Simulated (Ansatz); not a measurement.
Start from MgS in the rock salt structure (space group Fm-3m, No. 225; a = 5.1820 Å). Axes: x, y, z lie along the cube axes.

Method: DFT with PBEsol, PAW potentials and a 420 eV plane-wave cutoff in Ansatz (an electronic-structure program), no spin-orbit coupling.

Modification: the cell is stretched by 2.50 % along z with no lateral relaxation, atoms relaxed at fixed cell.

Q: Predict the stress tensor and what it implies for the stiffness.

A: Stress of the strained cell less that of the base (GPa, compression positive):
```
  -0.97    0.00    0.00
   0.00   -0.97    0.00
   0.00    0.00   -3.29
```

Then −Δσ_ii/ε with ε = 0.0250 gives secant stiffness values (nonlinear terms included at this strain): C33 ≈ 131 GPa, C13 ≈ 39 GPa and C23 ≈ 39 GPa.

As a check, the harmonic strain energy −½ V₀ Δσ:ε is 4.5 meV/atom; the computed energy rise is 4.7 meV/atom.

No phonon test of stability was made.
